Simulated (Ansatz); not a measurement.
The starting structures come from a database of crystals and need not be the phases stable at ambient conditions.

Tunnelling through a barrier is set by its complex band structure: the current falls as exp(−2κd) with the smallest κ.

Consider the following.

```
TiO2
1.0
    4.54535     0.00000     0.00000
    0.00000     5.51962     0.00000
    0.00000     0.00000     4.90920
Ti O
4 8
Direct
  0.50000   0.32701   0.75000
  0.50000   0.67299   0.25000
  0.00000   0.17299   0.25000
  0.00000   0.82701   0.75000
  0.27145   0.38172   0.08135
  0.72855   0.61828   0.91865
  0.22855   0.11828   0.58135
  0.77145   0.88172   0.41865
  0.77145   0.11828   0.91865
  0.22855   0.88172   0.08135
  0.72855   0.38172   0.41865
  0.27145   0.61828   0.58135
```

Space group of this cell: Pbcn. The cell is taken as given; by r2SCAN its mean pressure is -1.2 GPa.

Transport runs along the normal of the first two printed cell vectors.

The gap is the functional's own. No spin-orbit coupling. Mid-gap values are interpolated on the energy grid.

Q: Estimate the band gap and the smallest decay constant κ at mid-gap that r2SCAN (Ansatz, a quantum-chemistry and plane-wave program) returns for this system.

A: Gap 2.99 eV on a 8×6×6 mesh; κ = 0.365 1/Å, at the zone centre.
